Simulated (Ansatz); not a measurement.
Al2O3, pressure series

Start from Al$_{2}$O$_{3}$ in the corundum structure (space group R-3c, No. 167; a = 4.774 Å, c = 13.015 Å (hexagonal axes)).

Cell and atoms are relaxed at each pressure.

Method: plane-wave PAW DFT at the PBEsol level (Ansatz, a quantum-chemistry and plane-wave program, 420 eV), no spin-orbit coupling.

Candidates:
(a) pressure 4.5 GPa
(b) pressure 22.5 GPa
(c) pressure 9 GPa

For the base:

```
Property    Value
--------  -------
Band gap  6.03 eV
```

Q: Order them by band gap, lowest first.

A: (a) pressure 4.5 GPa (6.24 eV), (c) pressure 9 GPa (6.45 eV), (b) pressure 22.5 GPa (7.00 eV)

Load acts through the strain it causes; cell and atoms are relaxed under it. Stability against distortions was not tested. Competing high-pressure phases were not computed.
